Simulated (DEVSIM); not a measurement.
System: CdS/CdTe n-p heterojunction, at 400 K.

Layer 1 from the left is CdS, thickness (μm) 0.0760, Nd (cm⁻³) 6.8e16, τn (s) 6.2e-10, τp (s) 6.2e-10. Layer 2 from the left is CdTe, thickness (μm) 0.320, Na (cm⁻³) 2.9e17, τn (s) 6.2e-10, τp (s) 6.2e-10.

Left contact: ohmic. Right contact: ohmic. Voltage is applied to the left contact. Recombination: SRH at mid-gap, Auger. Mobility is μmin + (μ − μmin)/(1 + (N/Nref)^α).

The device is made up for the run: typed textbook-type constants, with dimensions and the other settings drawn at random. Values at 300 K; Nc and Nv go as T^1.5, mobilities as T to minus their exponent, the gap by Varshni's rule with the affinity fixed.

CdS: gap (eV) 2.4, affinity (eV) 4.3, permittivity 9, Nc (cm⁻³) 2.2e18, Nv (cm⁻³) 1.8e19, μn (cm²/Vs) 300, μp (cm²/Vs) 25, μn,min 30, μp,min 3, Nref,n 1e17, Nref,p 1e17, αn 0.6, αp 0.6, T exponent of μn 1.5, T exponent of μp 1.5, Cn (cm⁶/s) 1e-30, Cp (cm⁶/s) 1e-30, Varshni α (eV/K) 0.00039, Varshni β (K) 103. CdTe: gap (eV) 1.5, affinity (eV) 4.28, permittivity 10.2, Nc (cm⁻³) 8e17, Nv (cm⁻³) 1.8e19, μn (cm²/Vs) 1000, μp (cm²/Vs) 80, μn,min 100, μp,min 10, Nref,n 1e17, Nref,p 1e17, αn 0.6, αp 0.6, T exponent of μn 1.7, T exponent of μp 1.5, Cn (cm⁶/s) 1e-30, Cp (cm⁶/s) 1e-30, Varshni α (eV/K) 0.00031, Varshni β (K) 108.

Model (solved in DEVSIM): 1D drift-diffusion, Boltzmann statistics, complete ionisation; no tunnelling, impact ionisation, image-force lowering or self-heating. Band offsets follow the typed affinities; no thermionic-emission limit at abrupt steps, no polarisation charge.

Task: What does the simulation give for the largest field in the device at zero bias, the dark forward voltage at 1 A/cm², the potential step across the device at zero bias?

Result: largest field in the device at zero bias 170000 V/cm; dark forward voltage at 1 A/cm² 0.932 V; potential step across the device at zero bias 1.159 V.
